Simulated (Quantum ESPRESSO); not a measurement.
Troubleshooting Quantum ESPRESSO: a failed run on NiIr3 (I4/mmm, 4 atoms in the cell). The aim is a self-consistent single point with DFT, PBEsol, plane waves, PSlibrary ultrasoft (PBE) pseudopotentials.

The input file:

```fortran
&CONTROL
   calculation = 'scf'
   prefix = 'NiIr3'
   outdir = './tmp'
   pseudo_dir = './'
   tprnfor = .true.
   tstress = .true.
/
&SYSTEM
   ibrav = 0
   nat = 4
   ntyp = 2
   ecutwfc = 50
   ecutrho = 500
   occupations = 'smearing'
   smearing = 'methfessel-paxton'
   degauss = 0.0147
   input_dft = 'pbesol'
&ELECTRONS
   conv_thr = 1.0d-9
   mixing_beta = 0.3
/
ATOMIC_SPECIES
Ni    58.6934  Ni.pbe-n-rrkjus_psl.1.0.0.UPF
Ir   192.2170  Ir.pbe-n-rrkjus_psl.1.0.0.UPF
ATOMIC_POSITIONS {angstrom}
Ni    0.000000000    0.000000000    0.000000000
Ir    0.000000000    1.880950000    1.900692500
Ir    1.880950000    0.000000000    1.900692500
Ir    0.000000000    0.000000000    3.801385000
K_POINTS {automatic}
10 10 10  0 0 0
CELL_PARAMETERS {angstrom}
  -1.880950000     1.880950000     3.801385000
   1.880950000    -1.880950000     3.801385000
   1.880950000     1.880950000    -3.801385000
```

Output, abridged:

```
     This program is part of the open-source Quantum ESPRESSO suite
     for quantum simulation of materials; please cite

 %%%%%%%%%%%%%%%%%%%%%%%%%%%%%%%%%%%%%%%%%%%%%%%%%%%%%%%%%%%%%%%%%%%%%%%%%%%%%%
     Error in routine  read_namelists (1):
      bad line in namelist &system: "&ELECTRONS" (error could be in the previous line)
 %%%%%%%%%%%%%%%%%%%%%%%%%%%%%%%%%%%%%%%%%%%%%%%%%%%%%%%%%%%%%%%%%%%%%%%%%%%%%%

     stopping ...
```

Read the log: what does the program object to, and what is the fix?

The fault is a namelist without its closing slash. The reader runs on into the next namelist. To fix it, close the namelist. The program stopped before any SCF iteration.

An input that runs soundly differs in these lines (not the only fix; some lines may just follow from the change or write a value another way):
```diff
+/
```

With that input, the run converged in 20 iterations: free energy E − TS -3582.5209 eV; Fermi level (on the code's own zero) 17.92 eV; pressure -3.49 GPa (DFT, PBEsol, plane waves, PSlibrary ultrasoft (PBE) pseudopotentials).

On the sound input: the starting cell comes from a database of computed structures (which also holds hypothetical and non-ambient phases and stackings), without a prior relaxation at this level. Spin polarisation is off. With a pressure of about -3 GPa the cell is away from its equilibrium volume at this level.
